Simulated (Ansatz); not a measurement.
The parent structure is BP in the zinc blende structure (space group F-43m, No. 216; a = 4.520 Å). Axes: x, y, z lie along the cube axes.

Method: Kohn–Sham DFT with the PBEsol functional, run in Ansatz (a first-principles code) with PAW and 420 eV plane waves, without spin-orbit coupling.

Strains are applied to the cell and any free atomic positions relax; under biaxial strain the out-of-plane vector relaxes too.

One change was made to it. Results:

```csv
quantity,base,after
energy relative to the base (free energy F),0 meV/atom,+1.7 meV/atom
"valence-band top at Γ (three highest levels, from the VBM)","0.00, 0.00, 0.00 eV","0.00, -0.12, -0.12 eV"
band gap,1.11 eV,0.92 eV
```

Question: Which change produced these results?
(A) uniaxial strain ε_xx = −1.18 %
(B) uniaxial strain ε_yy = −0.89 %
(C) biaxial strain +1.74 %, plane normal [111], relaxed out of plane
(D) strain tensor (xx, yy, zz, yz, xz, xy) = (+1.35, +0.35, −0.26, +1.35, −0.31, −1.29) %

Answer: A, uniaxial strain ε_xx = −1.18 %. For comparison, the band gap in the other runs: strain tensor (xx, yy, zz, yz, xz, xy) = (+1.35, +0.35, −0.26, +1.35, −0.31, −1.29) % gives 0.79 eV; biaxial strain +1.74 %, plane normal [111], relaxed out of plane gives 1.03 eV; uniaxial strain ε_yy = −0.89 % gives 0.97 eV.

Whether these cells are dynamically stable was not tested.
